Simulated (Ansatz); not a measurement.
# A computed series for hypothetical Pm-3n GaAs: pressure series

Start from GaAs (space group Pm-3n, No. 223; a = 7.087 Å; a hypothetical phase, not in the database extracts checked).

Cell and atoms are relaxed at each pressure.

All numbers come from PBE/PAW in Ansatz (a quantum-chemistry and plane-wave program), scalar-relativistic without spin-orbit coupling.

For the base:

* **Band gap**: zero

### Question
The aim is a band gap between 0.64 eV and 0.70 eV. Which of these changes reaches it?
A. pressure −2 GPa
B. pressure 1.5 GPa
C. pressure 5 GPa

### Answer
C, pressure 5 GPa. It gives 0.66 eV; pressure 1.5 GPa gives 0.24 eV; pressure −2 GPa gives zero. Changes not listed may reach it too

Load acts through the strain it causes; cell and atoms are relaxed under it. Whether these cells are dynamically stable was not tested. Competing high-pressure phases were not computed. All final runs are without spin polarisation. Gaps under 0.05 eV, about the width of the smearing, are given as zero. A zero or small gap of GaAs can be the functional's error rather than a property of the material.
